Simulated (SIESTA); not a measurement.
## A series of runs on AlCo (Pm-3m, 2 atoms in the cell)

```yaml
crystal:
  lattice:
    - [2.79882, 0.00000, 0.00000]
    - [0.00000, 2.79882, 0.00000]
    - [0.00000, 0.00000, 2.79882]
  atoms:
    - { symbol: Al, position: [0.00000, 0.00000, 0.00000] }
    - { symbol: Co, position: [0.50000, 0.50000, 0.50000] }
```

Base run A: SIESTA with GGA PBE, numerical atomic orbitals TZP, PseudoDojo PBE standard norm-conserving potentials (rewritten from UPF to PSML), self-consistent single point.

Its settings: XC.functional = GGA; XC.authors = PBE; potentials = PseudoDojo PBE standard; PAO.BasisSize = TZP; PAO.EnergyShift = 0.005 Ry; MeshCutoff = 350 Ry; kgrid.MonkhorstPack = 9 9 9 shifted by 0.5 0.5 0.5; OccupationFunction = FD; ElectronicTemperature = 100 meV; MaxSCFIterations = 150; SCF.Mixer.Method = Pulay; SCF.Mixer.Weight = 0.2; SCF.Mixer.History = 6; SCF.DM.Tolerance = 1.0E-04.

The starting cell comes from a database of computed structures (which also holds hypothetical and non-ambient phases and stackings), without a prior relaxation at this level. Its lattice was rescaled by a random factor within 2.5 % of one. Spin polarisation is off. Values carry the incompleteness of an atom-centred basis. In the base run, with a pressure of about 11 GPa the cell is away from its equilibrium volume at this level.

ΔF is the free energy per atom less that of run A. 

Run A gave: pressure (GPa) 10.71; TS (meV/atom) 14.0.

Runs:
- B: ElectronicTemperature = 2 meV
- C: ElectronicTemperature = 10 meV
- D: ElectronicTemperature = 25 meV
- E: ElectronicTemperature = 50 meV
- F: ElectronicTemperature = 150 meV
- G: ElectronicTemperature = 200 meV
- H: ElectronicTemperature = 300 meV
- I: ElectronicTemperature = 500 meV
- J: ElectronicTemperature = 800 meV

**Question.** What does run J change against A?

**Answer.** The free energy falls by 652 meV/atom and the pressure goes from 10.71 to 24.61 GPa.

**Question.** What does run B change against A?

**Answer.** The free energy goes up by 7.6 meV/atom and the pressure goes from 10.71 to 10.60 GPa.

**Question.** What does run G change against A?

**Answer.** The free energy drops by 21.4 meV/atom and the pressure goes from 10.71 to 11.30 GPa.

```csv
run,ΔF (meV/atom),pressure (GPa),TS (meV/atom)
A,0.00,10.71,14.0
B,7.6,10.60,0.0
C,7.4,10.60,0.3
D,6.9,10.60,1.1
E,5.4,10.62,3.8
F,-8.7,10.90,31.4
G,-21.4,11.30,61.4
H,-64.9,12.78,171.2
I,-232.3,17.10,543.0
J,-652.2,24.61,1351.2
```
